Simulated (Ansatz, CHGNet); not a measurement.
# NiAs-type NiSb: equilibrium volume per atom by level of theory

No measured value is used here.

```csv
level (code),value (Å³/atom)
CHGNet 0.3.0,17.59
LDA (Ansatz),16.38
PBE (Ansatz),17.65
PBE+SOC (Ansatz),17.66
PBE-D3(BJ) (Ansatz),(withheld)
PBE-D4 (Ansatz),17.02
rVV10 (Ansatz),18.17
r²SCAN (Ansatz),(withheld)
HSE06 (Ansatz),(withheld)
```

### Question
What belongs in the gaps?

### Answer

- PBE-D3(BJ) (Ansatz, a quantum-chemistry and plane-wave program), value (Å³/atom): 16.97
- r²SCAN (Ansatz), value (Å³/atom): 17.13
- HSE06 (Ansatz), value (Å³/atom): 16.86

The crystal itself was run without spin with LDA, PBE, PBE-D3(BJ), PBE-D4, rVV10, r²SCAN, HSE06; a magnetic state was not tried in these runs. HSE06: exact exchange on metals is sensitive to the k mesh and can open a false gap. Cutoffs and k meshes differ between the levels. Ansatz's density-functional and Hartree–Fock values are scalar-relativistic unless marked +SOC, with PAW data made under PBE.

Machine-learned potentials (CHGNet 0.3.0) are trained on DFT data: a solid inside that data is no test of them.
